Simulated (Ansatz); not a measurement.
**A computed series for SnSe2: response to strain**

Base system: SnSe$_{2}$ in the CdI2 type structure (space group P-3m1, No. 164; layered, stacked along the Cartesian z axis).

```
CELL_PARAMETERS angstrom
      3.79364     0.00000     0.00000
     -1.89682     3.28539     0.00000
      0.00000     0.00000     5.74382
ATOMIC_POSITIONS crystal
  Sn 0.00000 0.00000 0.00000
  Se 0.33333 0.66667 0.27602
  Se 0.66667 0.33333 0.72398
```

Cartesian axes are those of the cell as printed.

Strains are applied to the cell and any free atomic positions relax; under biaxial strain the out-of-plane vector relaxes too.

Calculations: Ansatz (an electronic-structure program), PBEsol-D3(BJ), PAW, cutoff 420 eV, without spin-orbit coupling.

Candidates:
(a) biaxial strain +2.00 %, plane normal [001], relaxed out of plane
(b) biaxial strain −1.50 %, plane normal [001], relaxed out of plane
(c) biaxial strain −2.50 %, plane normal [001], relaxed out of plane

Before the change:

| Property | Result |
|---|---|
| Band gap | zero |

Order them by band gap, highest first.

(c) biaxial strain −2.50 %, plane normal [001], relaxed out of plane (0.23 eV), (b) biaxial strain −1.50 %, plane normal [001], relaxed out of plane (0.16 eV), (a) biaxial strain +2.00 %, plane normal [001], relaxed out of plane (zero)

The mesh was chosen for an insulator and is coarse for the gapless case. Whether these cells are dynamically stable was not tested. The final runs are not spin-polarised. Gaps under 0.05 eV, about the width of the smearing, are given as zero. A zero or small gap of SnSe2 can be the functional's error rather than a property of the material.
